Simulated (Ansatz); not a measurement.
A. rock salt KI
B. InP (zinc blende, F-43m)
C. AgCl (rock salt, Fm-3m)
D. BP (zinc blende, F-43m)

Unless called populations, κ holds the coherence term between modes besides the Boltzmann populations.

Question: Rank these crystals by direction-averaged lattice thermal conductivity at 300 K, highest first (the phonon Boltzmann equation with three-phonon and isotope scattering, Ansatz, a first-principles code, PBEsol functional, plane-wave PAW).

Answer: D (580 W/(m K)), B (91 W/(m K)), A (2.2 W/(m K)), C (0.69 W/(m K))

 Spin-orbit coupling is not included.

Supercell, cutoff and meshes were set by a common rule and not converged for this crystal in particular.

The PAW data sets were generated under PBE and serve the other functionals too.
